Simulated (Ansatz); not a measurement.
The reference is ZnSiP$_{2}$ in the chalcopyrite structure (space group I-42d, No. 122; a = 5.306 Å, c = 10.380 Å).

Computed with Ansatz (an electronic-structure program) LDA, no SOC.

Base values:

The hole mass comes out as 0.17 mₑ along c, 0.36 mₑ across (at Γ) and the electron mass comes out as 1.5 mₑ along c, 0.24 mₑ across (at Γ).

Modification: every lattice vector is stretched by 3.00 %; the atoms relax in the strained cell.

### Question
Predict the new mean gap deformation potential ΔEg/Δln V, hole mass and electron mass.

### Answer
The mean gap deformation potential ΔEg/Δln V is +2.2 eV; the hole mass goes from 0.17 mₑ along c, 0.36 mₑ across (at Γ) to 0.13 mₑ along c, 0.42 mₑ across (at Γ); the electron mass becomes 1.7 mₑ along c, 0.26 mₑ across (at Γ) (base: 1.5 mₑ along c, 0.24 mₑ across (at Γ)).

Effective masses come from finite differences of ±0.01 Å⁻¹. No phonon test of stability was made.
